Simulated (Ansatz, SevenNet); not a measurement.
# C11b MoSi2, lattice parameter c

Reference value: 7.845 Å (measured, temperature not stated, no zero-point or thermal correction; as tabulated in Pavlosiuk et al. (2022), arXiv:2202.05362).

| level (code) | value (Å) | difference (%) |
|---|---|---|
| SevenNet-0 | 7.853 | +0.10 |
| LDA (Ansatz) | 7.777 | -0.87 |
| PBE (Ansatz) | 7.873 | +0.36 |
| revPBE (Ansatz) | 7.896 | +0.65 |
| PBE-D4 (Ansatz) | 7.804 | -0.52 |
| PBEsol-D3(BJ) (Ansatz) | 7.755 | -1.15 |
| rVV10 (Ansatz) | 7.905 | +0.76 |
| r²SCAN (Ansatz) | 7.818 | -0.34 |
| r²SCAN+rVV10 (Ansatz) | 7.810 | -0.45 |
| PBE0 (Ansatz) | 7.796 | -0.62 |
| r²SCANh (Ansatz) | 7.796 | -0.62 |
| Hartree–Fock (Ansatz) | 7.818 | -0.34 |

The reference's temperature isn't stated, so close values are not ranked against it.

The measured value isn't corrected to a static lattice, so vibrations enter the comparison.  PBE0, r²SCANh: the run has no spin polarisation, so it can have missed a magnetic state. Cutoffs and k meshes differ between the levels. Ansatz's density-functional and Hartree–Fock values are scalar-relativistic unless marked +SOC, with PAW data made under PBE.

Machine-learned potentials (SevenNet-0) are trained on DFT data: a solid inside that data is no test of them.

Differences are worked out from the printed values.

Ansatz is a quantum-chemistry and plane-wave program.
